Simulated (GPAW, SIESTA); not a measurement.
A GPAW input for a self-consistent single point of Ni₂Ge (P6_3/mmc, 6 atoms in the cell) (DFT PBEsol, plane waves, GPAW PAW datasets PBEsol (made by gpaw-setup)):

```python
from ase import Atoms
from ase.units import GPa
from gpaw import GPAW, PW

atoms = Atoms(['Ni', 'Ni', 'Ni', 'Ni', 'Ge', 'Ge'],
              cell=[[3.900214, 0.000000, 0.000000],
                    [-1.950107, 3.377685, 0.000000],
                    [0.000000, 0.000000, 4.923402]],
              positions=[[1.950109, 1.125894, 1.230851],
                         [-0.000002, 2.251791, 3.692552],
                         [0.000000, 0.000000, 0.000000],
                         [0.000000, 0.000000, 2.461701],
                         [1.950109, 1.125894, 3.692552],
                         [-0.000002, 2.251791, 1.230851]],
              pbc=True)

calc = GPAW(mode=PW(850),
            xc='PBEsol',
            kpts={'size': (9, 9, 6), 'gamma': True},
            occupations={'name': 'methfessel-paxton', 'width': 0.272, 'order': 0},
            nbands=-12,
            convergence={'density': 1e-05},
            symmetry={'symmorphic': False, 'tolerance': 0.0005},
            maxiter=120,
            txt='-')

atoms.calc = calc

energy = atoms.get_potential_energy()
print('Energy (eV):', round(energy, 6))
forces = atoms.get_forces()
print('Forces (eV/Ang):')
print(forces.round(5))
stress = atoms.get_stress()
print('Stress (GPa, Voigt):', (stress / GPa).round(4))
```

### Question
Give the SIESTA input for the same structure, mesh, smearing and functional.

### Answer
One input that does it (others would too):

```
# files in the folder: Ni.psml Ge.psml (PseudoDojo PBEsol standard)
SystemName  Ni2Ge
SystemLabel siesta

NumberOfAtoms                6
NumberOfSpecies              2
%block ChemicalSpeciesLabel
  1 28 Ni
  2 32 Ge
%endblock ChemicalSpeciesLabel
LatticeConstant              1.0 Ang
%block LatticeVectors
     3.900214000    0.000000000    0.000000000
    -1.950107000    3.377685000    0.000000000
     0.000000000    0.000000000    4.923402000
%endblock LatticeVectors
AtomicCoordinatesFormat      Fractional
%block AtomicCoordinatesAndAtomicSpecies
     0.666667000    0.333333000    0.250000000  1
     0.333333000    0.666667000    0.750000000  1
     0.000000000    0.000000000    0.000000000  1
     0.000000000    0.000000000    0.500000000  1
     0.666667000    0.333333000    0.750000000  2
     0.333333000    0.666667000    0.250000000  2
%endblock AtomicCoordinatesAndAtomicSpecies

XC.functional                GGA
XC.authors                   PBEsol
PAO.BasisSize                DZP
PAO.EnergyShift              0.005 Ry
MeshCutoff                   400 Ry
%block kgrid.MonkhorstPack
    9   0   0  0.0
    0   9   0  0.0
    0   0   6  0.0
%endblock kgrid.MonkhorstPack
OccupationFunction           MP
OccupationMPOrder            0
ElectronicTemperature        272.0 meV

MaxSCFIterations             150
SCF.Mixer.Method             Pulay
SCF.Mixer.Weight             0.2
SCF.Mixer.History            8
SCF.DM.Tolerance             1.0E-04
Diag.ParallelOverK           true
WriteForces                  true
Charge.Mulliken              end
```

Basis, cutoffs, solver keys and any potentials are the target program's own. This input uses DFT, GGA PBEsol, numerical atomic orbitals DZP, PseudoDojo PBEsol standard norm-conserving potentials (rewritten from UPF to PSML). Both were run: pressure 15.60 GPa in GPAW and 15.53 in SIESTA.

On SIESTA: the starting cell comes from a database of computed structures (which also holds hypothetical and non-ambient phases and stackings), without a prior relaxation at this level. For this run, on top of that: lattice scaled by 0.98. Spin polarisation is off. Values carry the incompleteness of an atom-centred basis. With a pressure of about 16 GPa the cell is away from its equilibrium volume at this level.

On GPAW: the starting cell comes from a database of computed structures (which also holds hypothetical and non-ambient phases and stackings), without a prior relaxation at this level. For this run, on top of that: lattice scaled by 0.98. Spin polarisation is off. With a pressure of about 16 GPa the cell is away from its equilibrium volume at this level.
